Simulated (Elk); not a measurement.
# A self-consistent single point of ZnSe (F-43m, 2 atoms in the cell) with Elk

Method: PBE, all-electron FP-LAPW, Elk's shipped species files, default APW+lo basis (Elk).

Input:

```
tasks
  0

xctype
  20

rgkmax
  7.0

stype
  0

swidth
  0.0001

avec
    0.0000000000    5.3525453131    5.3525453131
    5.3525453131    0.0000000000    5.3525453131
    5.3525453131    5.3525453131    0.0000000000

atoms
  2   : nspecies
  'Zn.in'   : spfname
  1   : natoms; atposl, bfcmt below
  0.0000000000  0.0000000000  0.0000000000    0.0 0.0 0.0
  'Se.in'   : spfname
  1   : natoms; atposl, bfcmt below
  0.7500000000  0.7500000000  0.7500000000    0.0 0.0 0.0

ngridk
  8 8 8
```

Log, with long lists cut:

```
│ Elk code version 10.2.4 │

All units are atomic (Hartree, Bohr, etc.)

│ Ground-state run starting from atomic densities │

Lattice vectors :
   0.000000000       5.352545313       5.352545313
   5.352545313       0.000000000       5.352545313
   5.352545313       5.352545313       0.000000000

Unit cell volume      :    306.6980773
Brillouin zone volume :   0.8087765518

Muffin-tin inner radius fraction :   0.1000000000E-01

Nuclei treated as point charges

Species :    1 (Zn)
 parameters loaded from : Zn.in
 name : zinc
 nuclear charge    :   -30.00000000
 electronic charge :    30.00000000
 atomic mass :    119233.3129
 muffin-tin radius :    2.292720108
 number of radial points in muffin-tin :    497
 atomic positions (lattice), magnetic fields (Cartesian) :
   1 :   0.00000000  0.00000000  0.00000000    0.00000000  0.00000000  0.00000000

Species :    2 (Se)
 parameters loaded from : Se.in
 name : selenium
 nuclear charge    :   -34.00000000
 electronic charge :    34.00000000
 atomic mass :    143935.2748
 muffin-tin radius :    2.292720108
 number of radial points in muffin-tin :    497
 atomic positions (lattice), magnetic fields (Cartesian) :
   1 :   0.75000000  0.75000000  0.75000000    0.00000000  0.00000000  0.00000000

Total number of atoms per unit cell :    2

Spin treatment :
 spin-unpolarised

Number of Bravais lattice symmetries :   48
Number of crystal symmetries         :   24
Crystal has no inversion symmetry
Complex Hermitian eigensolver will be used

k-point grid :      8     8     8
k-point offset :    0.000000000       0.000000000       0.000000000
k-point set is reduced with full crystal symmetry group
Total number of k-points :       43

Muffin-tin radius times maximum |G+k| :    7.000000000
 using average radius
Maximum |G+k| for APW functions       :    3.053141976
Maximum (1/2)|G+k|²                   :    4.660837961
Maximum |G| for potential and density :    12.00000000
 potential will be trimmed for |G| > 2 gkmax
Constant for pseudocharge density :    7
Radial integration step length :    4

G-vector grid sizes :     30    30    30
Number of G-vectors :     8873

Maximum angular momentum used for
 APW functions                      :    8
 outer part of muffin-tin           :    6
 inner part of muffin-tin           :    1

Total nuclear charge    :   -64.00000000
Total core charge       :    30.00000000
Total valence charge    :    34.00000000
Total excess charge     :    0.000000000
Total electronic charge :    64.00000000

Effective Wigner radius, rₛ :    1.045877508

Number of empty states         :    8
Total number of valence states :   25
Total number of core states    :   30

Total number of local-orbitals :   32

Exchange-correlation functional :     20     0     0
 Perdew-Burke-Ernzerhof, Phys. Rev. Lett. 77, 3865 (1996)
 gradient requirement :    1
 generalised gradient approximation (GGA)

Smearing type :    0
 Gaussian
Smearing width :   0.1000000000E-03
Effective electronic temperature (K) :    31.57750248

Mixing type :    3
 Broyden mixing, J. Phys. A: Math. Gen. 17, L317 (1984)

Kohn-Sham potential initialised from atomic data

│ Self-consistent loop started │
│ Loop number : 1 │
 total energy                :     -4230.15066685
│ Loop number : 2 │
 total energy                :     -4230.21750490
RMS change in Kohn-Sham potential (target) :   0.2061021982     (  0.1000000000E-05)
Absolute change in total energy (target)   :   0.6683804935E-01 (  0.1000000000E-03)
│ Loop number : 3 │
 total energy                :     -4230.12182171
RMS change in Kohn-Sham potential (target) :   0.2034235070     (  0.1000000000E-05)
Absolute change in total energy (target)   :   0.7897367650E-01 (  0.1000000000E-03)
│ Loop number : 4 │
 total energy                :     -4226.86476831
RMS change in Kohn-Sham potential (target) :   0.8609139774E-01 (  0.1000000000E-05)
Absolute change in total energy (target)   :    3.276796816     (  0.1000000000E-03)
│ Loop number : 5 │
 total energy                :     -4226.95148706
RMS change in Kohn-Sham potential (target) :   0.6400829619E-01 (  0.1000000000E-05)
Absolute change in total energy (target)   :   0.7324804569     (  0.1000000000E-03)
│ Loop number : 6 │
 total energy                :     -4226.50824160
RMS change in Kohn-Sham potential (target) :   0.1324872855E-01 (  0.1000000000E-05)
Absolute change in total energy (target)   :   0.6263655736     (  0.1000000000E-03)
│ Loop number : 7 │
 total energy                :     -4226.47136295
RMS change in Kohn-Sham potential (target) :   0.2193424976E-02 (  0.1000000000E-05)
Absolute change in total energy (target)   :   0.1934700460     (  0.1000000000E-03)
│ Loop number : 8 │
 total energy                :     -4226.55524216
RMS change in Kohn-Sham potential (target) :   0.8548101773E-03 (  0.1000000000E-05)
Absolute change in total energy (target)   :   0.3551170279E-01 (  0.1000000000E-03)
│ Loop number : 9 │
 total energy                :     -4226.54977710
RMS change in Kohn-Sham potential (target) :   0.1630311783E-03 (  0.1000000000E-05)
Absolute change in total energy (target)   :   0.3412864085E-02 (  0.1000000000E-03)
│ Loop number : 10 │
 total energy                :     -4226.54640568
RMS change in Kohn-Sham potential (target) :   0.5105547274E-04 (  0.1000000000E-05)
Absolute change in total energy (target)   :   0.2518207015E-02 (  0.1000000000E-03)
│ Loop number : 11 │
 total energy                :     -4226.54538410
RMS change in Kohn-Sham potential (target) :   0.1421303806E-04 (  0.1000000000E-05)
Absolute change in total energy (target)   :   0.1651131418E-02 (  0.1000000000E-03)
│ Loop number : 12 │
 total energy                :     -4226.54491150
RMS change in Kohn-Sham potential (target) :   0.5761810554E-05 (  0.1000000000E-05)
Absolute change in total energy (target)   :   0.8853779991E-03 (  0.1000000000E-03)
│ Loop number : 13 │
 total energy                :     -4226.54466057
RMS change in Kohn-Sham potential (target) :   0.2986347192E-05 (  0.1000000000E-05)
Absolute change in total energy (target)   :   0.4722724789E-03 (  0.1000000000E-03)
│ Loop number : 14 │
 total energy                :     -4226.54449028
RMS change in Kohn-Sham potential (target) :   0.5261311875E-06 (  0.1000000000E-05)
Absolute change in total energy (target)   :   0.2883623029E-03 (  0.1000000000E-03)
│ Loop number : 15 │
 total energy                :     -4226.54447052
RMS change in Kohn-Sham potential (target) :   0.2114412612E-06 (  0.1000000000E-05)
Absolute change in total energy (target)   :   0.9184565079E-04 (  0.1000000000E-03)
Convergence targets achieved

│ Loop number : 16 │

Energies :
 Fermi                       :     0.124891093560
 sum of eigenvalues          :     -2438.75155649
 electron kinetic            :      4317.11243994
 core electron kinetic       :      3895.47016122
 Coulomb                     :     -8383.77910149
 Coulomb potential           :     -6548.03506739
 nuclear-nuclear             :     -436.059945943
 electron-nuclear            :     -9347.40324370
 Hartree                     :      1399.68408816
 Madelung                    :     -5109.76156779
 xc potential                :     -207.828929044
 exchange                    :     -156.799671551
 correlation                 :     -3.07814562765
 total energy                :     -4226.54447873

Density of states at Fermi energy :   0.8212838960E-05
 (states/Hartree/unit cell)

Estimated indirect band gap :   0.4579246480E-01
 from k-point      1 to k-point      1
Estimated direct band gap   :   0.4579246480E-01
 at k-point      1

Charges :
 core                        :    30.00000000
 valence                     :    34.00000000
 interstitial                :    3.031926934
 muffin-tins (core leakage)
  species :    1 (Zn)
   atom    1                 :    28.72174826     (  0.1565050285E-03)
  species :    2 (Se)
   atom    1                 :    32.24632481     (  0.1179263481E-03)
 total in muffin-tins        :    60.96807307
 total calculated charge     :    63.98165451
 total charge                :    64.00000000
 error                       :   0.1834549177E-01

│ Self-consistent loop stopped │
```

The run converged in 16 iterations. The count includes the last loop, which Elk runs after its targets are met.

The starting cell comes from a database of computed structures (which also holds hypothetical and non-ambient phases and stackings), without a prior relaxation at this level. Values depend on the basis (sphere radii, cutoffs, local orbitals), which need not be converged.
